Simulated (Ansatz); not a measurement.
The structure below was relaxed with r2SCAN+rVV10/PAW in Ansatz (a quantum-chemistry and plane-wave program), no spin-orbit coupling, earlier PAW set.

```yaml
crystal:
  lattice:
    - [1.61319, 0.93137, 6.01090]
    - [-1.61319, 0.93137, 6.01090]
    - [0.00000, -1.86275, 6.01090]
  atoms:
    - { symbol: Si, position: [0.99999, 0.99999, 0.99999] }
    - { symbol: S, position: [0.74696, 0.74696, 0.74696] }
    - { symbol: S, position: [0.58635, 0.58635, 0.58635] }
```

### Question
Find the space group and the Wyckoff positions.

### Answer
Space group R3m, hexagonal axes (No. 160); a = 3.226 Å, b = 3.226 Å, c = 18.033 Å, α = 90.00°, β = 90.00°, γ = 120.00°

| atom | site | symmetry | x | y | z |
|---|---|---|---|---|---|
| Si | 3a | 3m | 0.0000 | 0.0000 | 0.0000 |
| S | 3a | 3m | 0.0000 | 0.0000 | 0.2530 |
| S | 3a | 3m | 0.0000 | 0.0000 | 0.4137 |

### Question
Describe the coordination.

### Answer
The crystal has 9 atoms in its conventional cell. Cell: a = b = 3.2264 Å, c = 18.0327 Å, α = β = 90.00°, γ = 120.00°. Si sees 6 S at 2.359 Å (trigonal prismatic). S1 has 3 Si at 2.359 Å (trigonal pyramidal). S2 is surrounded by 3 Si at 2.359 Å (trigonal pyramidal). (Neighbours: up to the widest gap in distance over summed covalent radii, below 1.35, at either atom.)

No phonon test of stability was made. The cell was made from MoS2 by this change: Mo → Si; the result is a hypothetical phase, not in the database extracts checked.
